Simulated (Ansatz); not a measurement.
Si (diamond structure), cut as [112] wire, round, centred on atom, 0.68 nm across, F-ended; geometry relaxed with PBE. The relaxation kept the symmetry of its start, so a lower minimum of less symmetry isn't excluded. The period along the axis is held at the bulk value. With PBE (Ansatz, an electronic-structure program) the gap on the k-mesh of the run is 1.83 eV. k-points: Γ-centred 1×1×4 mesh; occupations: Fermi-Dirac, 0.020 eV; spin polarisation not allowed. No spin-orbit coupling.

What gap does HSE06 in Ansatz give on the same geometry and mesh?

2.73 eV, wider by 0.90 eV.
